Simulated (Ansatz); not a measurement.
The reference is Mo in the bcc (W type) structure (space group Im-3m, No. 229; relaxed with 0.1 eV smearing).

```cif
data_Mo2
_chemical_formula_sum 'Mo2'
_space_group_name_H-M_alt 'Im-3m'
_space_group_IT_number 229
_space_group_name_Hall '-I 4 2 3'
_cell_length_a 3.15095
_cell_length_b 3.15095
_cell_length_c 3.15095
_cell_angle_alpha 90.000
_cell_angle_beta 90.000
_cell_angle_gamma 90.000
loop_
_atom_site_label
_atom_site_type_symbol
_atom_site_symmetry_multiplicity
_atom_site_Wyckoff_symbol
_atom_site_fract_x
_atom_site_fract_y
_atom_site_fract_z
_atom_site_occupancy
Mo1 Mo 2 a 0.00000 0.00000 0.00000 1
```
(The calculation used a cell of 1 atom; values per cell refer to that cell.)

The values are results of Kohn–Sham DFT with the r2SCAN functional, run in Ansatz (a program for electronic structure) with PAW and 500 eV plane waves, no spin-orbit coupling, not measurements.

Before the change:

| Property | Value |
|---|---|
| Pressure | 0.0 GPa |

Perturbation: every lattice vector is stretched by 2.00 %, atoms relaxed at fixed cell.

### Question
What does the calculation give for the energy relative to the base after the change?

### Answer
The energy goes up by 45 meV/atom.

### Question
How does this affect the pressure?

### Answer
The pressure goes from zero to -14.3 GPa.

The cells carry an imposed strain or load. No phonon test of stability was made. The final runs are not spin-polarised.
